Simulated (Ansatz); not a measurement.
Base system: CsCaH$_{3}$ in the cubic perovskite structure (space group Pm-3m, No. 221; a = 4.541 Å; a cell from a computed database, its experimental status unchecked). Axes: x, y, z lie along the cube axes.

One thing is altered: uniaxial stress, 3 GPa compression along z, with the cell and atoms free to relax against it.

Levels (all Ansatz, a program for electronic structure, PAW): PBEsol (420 eV, no SOC); PBEsol+SOC (420 eV, spin-orbit coupling included).

The geometry is relaxed with PBEsol.

| Property | Value |
|---|---|
| PBEsol electron mass | 0.41 mₑ along z, 0.44 mₑ across (at R) |
| PBEsol hole mass | 0.73 mₑ along x, 0.78 mₑ along y, 0.62 mₑ along z (at R) |
| PBEsol band gap | 2.77 eV |

Predict the electron mass, hole mass and band gap from PBEsol+SOC.

The electron mass remains 0.41 mₑ along z, 0.44 mₑ across (at R); the hole mass changes from 0.73 mₑ along x, 0.78 mₑ along y, 0.62 mₑ along z (at R) to 0.75 mₑ along z, 0.60 mₑ across (at M); the band gap decreases by 0.051 eV to 2.71 eV.

Single points use the geometry relaxed with PBEsol. Differences between runs with and without spin-orbit coupling are approximate. Load acts through the strain it causes; cell and atoms are relaxed under it. Masses are band curvatures over ±0.01 Å⁻¹ around the edge. Stability under load was not tested beyond the relaxation. Many cubic perovskites are stable only at high temperature; tilts and polar distortions were not tested.
